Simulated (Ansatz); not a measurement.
LiNbO3: transverse stress against strain

LiNbO3 (R3c, 10.146 Å³/atom and stress up to 0.01 GPa in the relaxed cell, c along z) under a strain ε along a direction in the basal plane (axis x), the other axes held. LDA in Ansatz, a plane-wave DFT program (PAW, default set), 420 eV, 8×8×8 Γ-centred mesh, Fermi-Dirac smearing 0.05 eV; ions are relaxed, or left where forces stay under 0.02 eV/Å, within the symmetry of each cell. Stress is positive for a compressed cell.

Here s stands for strain and y for stress zz.

```csv
strain (%),stress zz (GPa)
-1.50,1.27
-0.75,0.62
0.00,0.00
0.75,-0.59
1.50,-1.13
3.00,?
```

Taking a straight line for y over the 5 complete rows: Means: s 0, y 0.034. About the means, the sum of products is -4.5075 and the sum of squares of s is 5.6250; the slope is their ratio. Least squares gives y = 0.034 - 0.8013·s. Residuals (row less fit): 0.034, -0.015, -0.034, -0.023, 0.038; standard error 0.039 (degrees of freedom: 3). The slope gives the elastic constant C13 = 80 ± 2 GPa (± standard error of the fit, which holds the terms cut off).

Problem. What does the fit predict for y at s = 3.00, and how far is the calculated value from it?

Solution. y = 0.034 - 0.8013 × 3.00 = -2.370 GPa. The calculation gives -2.09 GPa, 0.280 GPa above the prediction (8.3 % of the range of y in the table). The row lies outside the fitted rows, so this is an extrapolation. From the scatter of the fitted rows alone, a prediction at this place has a standard error of 0.065 GPa, so the miss is 4.3 times that.

A polynomial of degree 2 through the 8 other runs of the series gives -2.12 there, so most of the miss is curvature that the fit leaves out. The start is a measured cell from the literature; how it stands against other phases or cation orders wasn't checked. Rows are the converged runs of the series near zero and its far end; series whose fitted rows scatter by over a few per cent of the range, as at a crossing or softening among them, aren't shown in this form, nor equations of state whose B0' disagrees with the runs' pressures. Most that stay on the fit to the last digits aren't either.
